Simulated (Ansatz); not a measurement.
As (model structure, from the lonsdaleite type, P6₃/mmc, No. 194): properties by level of theory

```json
[
 {"level (code)": "LDA (Ansatz)", "equilibrium lattice constant a (Å)": "4.513", "c axis length (Å)": "5.598"},
 {"level (code)": "PBE (Ansatz)", "equilibrium lattice constant a (Å)": "4.614", "c axis length (Å)": "5.843"},
 {"level (code)": "PBEsol (Ansatz)", "equilibrium lattice constant a (Å)": "4.547", "c axis length (Å)": "5.655"},
 {"level (code)": "PBE-D3(BJ) (Ansatz)", "equilibrium lattice constant a (Å)": "4.551", "c axis length (Å)": "5.690"},
 {"level (code)": "r²SCAN (Ansatz)", "equilibrium lattice constant a (Å)": "4.586", "c axis length (Å)": "5.755"},
 {"level (code)": "r²SCAN+rVV10 (Ansatz)", "equilibrium lattice constant a (Å)": "4.565", "c axis length (Å)": "5.707"}
]
```

Ansatz's density-functional and Hartree–Fock values are scalar-relativistic unless marked +SOC, with PAW data made under PBE.

A model structure was made by putting elements into a prototype or built by hand; it is no filed structure, need not be a known phase, and can be a saddle point held by its symmetry.

Ansatz is a quantum-chemistry and plane-wave program.
